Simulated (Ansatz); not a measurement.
**BeS: response to strain**

Take BeS in the zinc blende structure (space group F-43m, No. 216; a = 4.869 Å) as the base. Axes: x, y, z lie along the cube axes.

Strains are applied to the cell and any free atomic positions relax.

All numbers come from Ansatz (a first-principles code) r2SCAN, no SOC.

```
uniaxial strain ε_zz (%)  band gap (eV)
------------------------  -------------
-3                                 3.25
-2.5                               3.31
-2                                 3.36
-1.5                               3.42
-1                                    ?
-0.5                               3.53
0                                  3.59
```

Q: Fit E_g = E₀ + Dε (ε in %) to the rows shown and predict the withheld row.

A: Least squares on the printed values gives E₀ = 3.59 eV, D = 113 meV per % of strain (largest residual 0.00 eV); this predicts 3.48 eV, and the run gives 3.48 eV, in agreement.

No phonon test of stability was made.
